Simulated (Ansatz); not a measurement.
# One base run on K₃YF₆ (P1, 10 atoms in the cell) and variants with one or two settings moved

```
CELL_PARAMETERS angstrom
      0.00000     4.71811     4.71811
      4.71811     0.00000     4.71811
      4.71811     4.71811     0.00000
ATOMIC_POSITIONS crystal
  K  0.75617 0.73305 0.74461
  K  0.26018 0.24481 0.24055
  K  0.48250 0.50576 0.51101
  Y  0.01571 0.01456 0.98567
  F  0.77894 0.21674 0.24079
  F  0.21599 0.79349 0.77305
  F  0.24224 0.74416 0.22625
  F  0.77380 0.24584 0.75417
  F  0.21174 0.24026 0.77366
  F  0.76273 0.76135 0.25024
```

Base run A: PBE0 (Ansatz, a quantum-chemistry and plane-wave program), self-consistent single point.

Its settings: basis.ecutwfc = 420 eV; kpoints.mp_grid.grid = 2 2 2; hamiltonian.xc = pbe0; hamiltonian.pseudopotentials = {kind: paw}, with the files named one by one; scf.occupations.method = fixed.

The starting cell comes from a database of computed structures (which also holds hypothetical and non-ambient phases and stackings), without a prior relaxation at this level. Its atoms were displaced at random from the sites of space group no. 225. In the base run, forces exceed 1 eV/Å. Ansatz's pressure includes its estimate of the finite-basis (Pulay) stress.

ΔF is the free energy per atom less that of run A. A dash stands where there is no value to compare (another energy zero or no entropy term, no result, no spin, no clean gap, or a mesh too coarse for one). Absolute energies have different zeros for different potentials, functionals, Hubbard and dispersion terms and are not compared across them.

Runs D sample the zone with one or two k-points, far too few for so small a cell.

```csv
run,change,ΔF (meV/atom),pressure (GPa),largest force (eV/Å),gap on the mesh (eV),k-points
A,base,0.00,-0.25,3.516,7.962,8
B,"hamiltonian.xc: pbe0 → pbesol; hamiltonian.pseudopotentials: {kind: paw}, with the files named one by one → {kind: paw} (the program's default PAW files) [PBEsol]",–,-0.93,3.375,5.195,8
C,hamiltonian.xc: pbe0 → hse06 [HSE06],–,-0.24,3.499,7.182,8
D,kpoints.mp_grid.grid: 2 2 2 → 1 1 1,71.1,1.17,3.467,7.864,1
E,kpoints.mp_grid.grid: 2 2 2 → 3 3 3; kpoints.mp_grid.shift: default → 0.5 0.5 0.5,-0.21,-0.25,3.516,8.211,14
F,scf.convergence.dr2_threshold: default (1e-07 eV) → 1e-12 eV,0.00,-0.25,3.516,7.962,8
G,scf.mixing.algorithm: default (the program chose MSR1) → anderson,0.00,-0.25,3.516,7.962,8
```

Run D against A: The free energy rises by 71.1 meV/atom, the pressure goes from -0.25 to 1.17 GPa, the largest force goes from 3.516 to 3.467 eV/Å and the gap on the mesh goes from 7.962 to 7.864 eV.

Run B against A: The pressure goes from -0.25 to -0.93 GPa, the largest force goes from 3.516 to 3.375 eV/Å and the gap on the mesh goes from 7.962 to 5.195 eV.

Keys are those of Ansatz 0.2.
